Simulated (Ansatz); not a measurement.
Functionals compared on H2O on the 1x1 (0001) surface of hcp Ti, one in a 2x2 cell, started at the site 'top Ti', in Ansatz (plane waves, PAW). The structure was relaxed with PBE; the other rows are single points on it, each with its references at the same level. Cutoff 420 eV (500 eV for r2SCAN).

Model: 19-atom slab, 6.8 Å thick at the start under the adsorbate (thin: gaps and levels are the slab's own), 6x6x1 mesh, Fermi-Dirac 0.1 eV, dipole correction, 8 atoms held, the rest relaxed; no symmetry held; no spin, no spin-orbit, no U, no dispersion correction. At the end it is bonded to Ti. In PBE it is, or lies within 0.03 eV of, the lowest of the starts that converged. These notes are the PBE run's. Adsorption energies are against H2O(g). A negative adsorption energy means that the adsorbate is more stable on the surface than in its reference.

```json
[
 {"functional": "PBE", "adsorption energy (eV)": "-0.66", "work function of the top face (eV)": "3.37", "change of the work function (eV)": "-1.03", "rough cost of the single point": "–"},
 {"functional": "RPBE", "adsorption energy (eV)": "-0.48", "work function of the top face (eV)": "3.28", "change of the work function (eV)": "-1.01", "rough cost of the single point": "about 2.1 core-minutes (a rough figure)"},
 {"functional": "r2SCAN", "adsorption energy (eV)": "-0.80", "work function of the top face (eV)": "3.34", "change of the work function (eV)": "-1.18", "rough cost of the single point": "around 5 core-minutes (rough)"}
]
```

Ansatz is a first-principles code.
